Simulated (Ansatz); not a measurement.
**W2C: W → Ru**

Take W$_{2}$C (space group P-3m1, No. 164; a = 3.009 Å, c = 4.624 Å) as the base.

Now apply this change: every W is replaced by Ru; the structure is relaxed again.

All numbers come from PBEsol-D3(BJ), PAW, 420 eV (Ansatz, a quantum-chemistry and plane-wave program; no spin-orbit coupling), earlier PAW set. k-mesh 19×19×10 (Γ-centred); smearing 0.05 eV (Fermi–Dirac), for the changed cell.

The volume per atom drops by 1.31 Å³ to 10.77 Å³ and the density falls by 6.39 g/cm³ to 11.00 g/cm³. The c/a ratio rises by 0.262 (1.537 → 1.799) and the space group stays P-3m1 (No. 164). The shortest interatomic distance falls by 0.0645 bohr, from 3.970 bohr to 3.906 bohr and the band gap stays zero.

Final structure:

```xyz
3
Lattice="2.7479 0.0000 0.0000 -1.3739 2.3797 0.0000 0.0000 0.0000 4.9420" Properties=species:S:1:pos:R:3 pbc="T T T"
C      0.0000     0.0000     0.0000
Ru     0.0000     1.5865     1.3248
Ru     1.3739     0.7932     3.6173
```

Stability against distortions was not tested. As relaxed here, Ru2C is a hypothetical phase, not in the database extracts checked. All final runs are without spin polarisation.
